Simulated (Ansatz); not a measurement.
A working Ansatz (a program for electronic structure) input for Mg2CoH5 (P4/nmm, 16 atoms in the cell) (DFT, LDA (PW92), plane waves, default PAW files made with PBE):

Ansatz 0.2 input:
```yaml
# Mg2CoH5
crystal:
  lattice:
    - [4.383360, 0.000000, 0.000000]
    - [0.000000, 4.383360, 0.000000]
    - [0.000000, 0.000000, 6.491623]
  atoms:
    - { symbol: Mg, position: [0.000000, 0.000000, 0.000000] }
    - { symbol: Mg, position: [0.500000, 0.500000, 0.000000] }
    - { symbol: Mg, position: [0.000000, 0.000000, 0.500000] }
    - { symbol: Mg, position: [0.500000, 0.500000, 0.500000] }
    - { symbol: Co, position: [0.000000, 0.500000, 0.742290] }
    - { symbol: Co, position: [0.500000, 0.000000, 0.257710] }
    - { symbol: H, position: [0.000000, 0.500000, 0.505630] }
    - { symbol: H, position: [0.500000, 0.000000, 0.494370] }
    - { symbol: H, position: [0.241110, 0.741110, 0.770540] }
    - { symbol: H, position: [0.758890, 0.741110, 0.770540] }
    - { symbol: H, position: [0.758890, 0.258890, 0.770540] }
    - { symbol: H, position: [0.241110, 0.258890, 0.770540] }
    - { symbol: H, position: [0.741110, 0.758890, 0.229460] }
    - { symbol: H, position: [0.258890, 0.758890, 0.229460] }
    - { symbol: H, position: [0.258890, 0.241110, 0.229460] }
    - { symbol: H, position: [0.741110, 0.241110, 0.229460] }
kpoints:
  mp_grid: { grid: [8, 8, 5], shift: [0.5, 0.5, 0.5] }
hamiltonian:
  xc: lda
  pseudopotentials: { kind: paw }
scf:
  occupations: { method: gaussian, width: 0.272 eV }
output:
  forces: true
  eigenvalues: true
  stress: true
```

The run converged in 8 iterations: free energy E − TS (on the zero of these files) -17893.8825 eV; pressure -0.65 GPa; largest force (vector length) 0.162 eV/Å. Each of these slips is then made, one at a time:

(1)
```diff
+  max_iter: 40
+  convergence: { dr2_threshold: 1.0e-22 eV }
```

(2)
```diff
-  occupations: { method: gaussian, width: 0.272 eV }
+  occupations: { method: fermi_dirac, width: 1.36 eV }
```

Problem. What happens in each case?

Solution. 
(1) A threshold far tighter than needed, beside a limit on iterations. The run converged in 20 iterations, and against the sound input the free energy stays essentially unchanged (within 1 meV/atom), the pressure stays at -0.65 GPa and the largest force stays at 0.162 eV/Å. It cost iterations: the sound input took 8.

(2) A smearing width that is far too large. The run converged in 10 iterations without an error; against the sound input the free energy drops by 475 meV/atom, the pressure goes from -0.65 to 12.12 GPa and the largest force goes from 0.162 to 1.157 eV/Å.

The starting cell comes from a database of computed structures (which also holds hypothetical and non-ambient phases and stackings), without a prior relaxation at this level. Its lattice was rescaled by a random factor within 2.5 % of one. Spin polarisation is off. Ansatz's pressure includes its estimate of the finite-basis (Pulay) stress.

Left out of this page: 2 runs of the series stopped by limits of time or memory; 3 runs of the series outside the window shown, repeating another row's setting, or not comparable.
